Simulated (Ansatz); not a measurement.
The reference is Os in the hcp (Mg type) structure (space group P6_3/mmc, No. 194; a = 2.755 Å, c = 4.344 Å).

(Cell as relaxed with PBE.)

Levels (all Ansatz, a program for electronic structure, PAW): PBE (420 eV, no spin-orbit coupling); PBEsol (420 eV, spin-orbit coupling left out).

Each level relaxes its own structure.

| base | PBE | PBEsol |
|---|---|---|
| volume per atom | 14.28 Å³ | 13.89 Å³ |
| lattice parameter a | 2.755 Å | 2.729 Å |
| band gap | zero | zero |

Perturbation: every Os is replaced by Ru, then cell and atoms are relaxed.

| quantity | PBE | PBEsol |
|---|---|---|
| volume per atom | 13.77 Å³ | 13.32 Å³ |
| c/a ratio | 1.576 | 1.577 |
| band gap | zero | zero |

PBE's volume per atom lies 0.45 Å³ above PBEsol's (3.4 %); the two agree on the band gap. Neither level is exact; PBEsol is the comparison here, not a measurement.

No phonon test of stability was made. The final runs are not spin-polarised.
